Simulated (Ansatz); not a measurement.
The starting structures come from a database of crystals and need not be the phases stable at ambient conditions.

 Where the default PAW files enter, the runs use the earlier of Ansatz's two default sets.

The decay constant κ of evanescent states in the gap governs leakage through a thin film.

Consider the following.

```yaml
crystal:
  lattice:
    - [4.54535, 0.00000, 0.00000]
    - [0.00000, 5.51962, 0.00000]
    - [0.00000, 0.00000, 4.76192]
  atoms:
    - { symbol: Ti, position: [0.50000, 0.32701, 0.75000] }
    - { symbol: Ti, position: [0.50000, 0.67299, 0.25000] }
    - { symbol: Ti, position: [0.00000, 0.17299, 0.25000] }
    - { symbol: Ti, position: [0.00000, 0.82701, 0.75000] }
    - { symbol: O, position: [0.27145, 0.38172, 0.08135] }
    - { symbol: O, position: [0.72855, 0.61828, 0.91865] }
    - { symbol: O, position: [0.22855, 0.11828, 0.58135] }
    - { symbol: O, position: [0.77145, 0.88172, 0.41865] }
    - { symbol: O, position: [0.77145, 0.11828, 0.91865] }
    - { symbol: O, position: [0.22855, 0.88172, 0.08135] }
    - { symbol: O, position: [0.72855, 0.38172, 0.41865] }
    - { symbol: O, position: [0.27145, 0.61828, 0.58135] }
```

Space group of this cell: Pbcn. The cell is strained (lengths along the current scaled by 0.97, ions clamped); by r2SCAN its mean pressure is 7.6 GPa.

Transport runs along the normal of the first two printed cell vectors.

No gap correction and no spin-orbit coupling; mid-gap values are interpolated between computed energies.

Problem. Give the band gap and the smallest decay constant κ at mid-gap that Ansatz (a first-principles code) with r2SCAN yields.

Solution. Gap 3.14 eV on a 8×6×6 mesh; κ = 0.383 1/Å, at the zone centre.
